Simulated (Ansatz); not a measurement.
The parent structure is TiC in the rock salt structure (space group Fm-3m, No. 225; relaxed with 0.1 eV smearing).

```
CELL_PARAMETERS angstrom
      0.00000     2.16392     2.16392
      2.16392     0.00000     2.16392
      2.16392     2.16392     0.00000
ATOMIC_POSITIONS crystal
  Ti 0.00000 0.00000 0.00000
  C  0.50000 0.50000 0.50000
```

Cartesian axes are those of the cell as printed.

Calculations: r2SCAN (Ansatz, an electronic-structure program), without spin-orbit coupling.

It is then changed as follows: biaxial strain +1.25 %, plane normal [111], relaxed out of plane (Cartesian); in-plane vectors clamped, the third vector and the atoms free.

**Question.** Estimate the effect on the energy relative to the base and out-of-plane strain.

**Answer.** The energy goes up by 5.6 meV/atom; the out-of-plane strain amounts to -0.66 %.

Whether these cells are dynamically stable was not tested. The final runs are not spin-polarised.
